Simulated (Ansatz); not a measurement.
The starting structures come from a database of crystals and need not be the phases stable at ambient conditions.

By PBEsol, the system below comes out a metal.

A figure of merit of an interconnect metal is its ballistic conductance per area.

Given:

```yaml
crystal:
  lattice:
    - [2.77741, 0.00000, 0.00000]
    - [0.00000, 4.46371, 0.00000]
    - [1.38870, 0.00000, 2.40531]
  atoms:
    - { symbol: Mo, position: [0.66667, 0.00000, 0.66667] }
    - { symbol: Ru, position: [0.33333, 0.50000, 0.33333] }
```

Space group of this cell: P-6m2. The cell is taken as given; by PBEsol its mean pressure is -11.5 GPa.

The current flows along the normal of the first two printed cell vectors, the (100) plane of the conventional cell. No spin-orbit coupling; the value is a mean over 0.1 eV about the Fermi level.

### Question
Predict the ballistic conductance per area from PBEsol run with Ansatz (a program for electronic structure).

### Answer
1.3 × 10¹⁵ S/m² for both spins.
